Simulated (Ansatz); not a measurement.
The reference is Zr in the hcp (Mg type) structure (space group P6_3/mmc, No. 194; a = 3.230 Å, c = 5.179 Å; relaxed with 0.1 eV smearing). Axes: x lies along a and z along c of the hexagonal cell.

Computed with PBE in Ansatz (plane waves to 420 eV, PAW, scalar-relativistic without spin-orbit coupling).

Strains are applied to the cell and any free atomic positions relax; under biaxial strain the out-of-plane vector relaxes too.

One change was made to it. Results:

```csv
quantity,base,after
"pressure (mean of the normal stresses, compression positive)",0.0 GPa,1.5 GPa
volume per atom,23.40 Å³,23.00 Å³
```

### Question
Name the change that was made.
(A) biaxial strain +1.00 %, plane normal [001], relaxed out of plane
(B) biaxial strain −2.00 %, plane normal [001], relaxed out of plane
(C) biaxial strain −1.00 %, plane normal [001], relaxed out of plane
(D) biaxial strain −1.50 %, plane normal [001], relaxed out of plane

### Answer
D, biaxial strain −1.50 %, plane normal [001], relaxed out of plane. For comparison, the volume per atom in the other runs: biaxial strain −2.00 %, plane normal [001], relaxed out of plane gives 22.87 Å³; biaxial strain +1.00 %, plane normal [001], relaxed out of plane gives 23.68 Å³; biaxial strain −1.00 %, plane normal [001], relaxed out of plane gives 23.13 Å³.

Stability against distortions was not tested. All final runs are without spin polarisation.

Ansatz is a quantum-chemistry and plane-wave program.
